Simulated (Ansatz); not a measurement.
## TiO2: band gap against strain

TiO2 (rutile, P4_2/mnm, 10.057 Å³/atom at rest, c along z) under a strain ε along c (axis z), the other axes held. LDA in Ansatz, a plane-wave DFT program (PAW, default set), 420 eV, 7×7×11 Γ-centred mesh, Fermi-Dirac smearing 0.05 eV; ions are relaxed within the symmetry of each cell. Gaps are the smallest over the k-mesh and a band path, without spin-orbit coupling; in all rows the valence edge lies at Γ and the conduction edge at Γ.

Here s stands for strain and Eg for gap.

| strain (%) | gap (eV) |
|---|---|
| 0.00 | 1.858 |
| 0.60 | 1.845 |
| 1.20 | 1.830 |
| 1.80 | 1.815 |
| 3.00 | ? |

Question: Fit Eg against s with a straight line, and predict the withheld value at s = 3.00.

Answer: Means: s 0.90000, Eg 1.8370. About the means, the sum of products is -0.043200 and the sum of squares of s is 1.8000; the slope is their ratio. Least squares gives Eg = 1.8586 - 0.02400·s. Residuals (row less fit): -0.0006, 0.0008, 0.0002, -0.0004; standard error 0.0008 (degrees of freedom: 2). Over these rows the gap moves by -2.4 ± 0.06 eV per unit strain. At the withheld row, Eg = 1.8586 - 0.02400 × 3.0 = 1.7866 eV. The calculation gives 1.783 eV, 0.0036 eV below the prediction (4.8 % of the range of Eg in the table). The row lies outside the fitted rows, so this is an extrapolation. From the scatter of the fitted rows alone, a prediction at this place has a standard error of 0.0015 eV, so the miss is 2.4 times that.

One order more, fitted to all 6 runs of the series, follows each within 0.001, so the miss is the next term of a smooth law. The primitive cell can neither tilt nor turn polar against its symmetry, as such crystals can under strain. Rows are the converged runs of the series near zero and its far end; series whose fitted rows scatter by over a few per cent of the range, as at a crossing or softening among them, aren't shown in this form. Most that stay on the fit to the last digits aren't either.
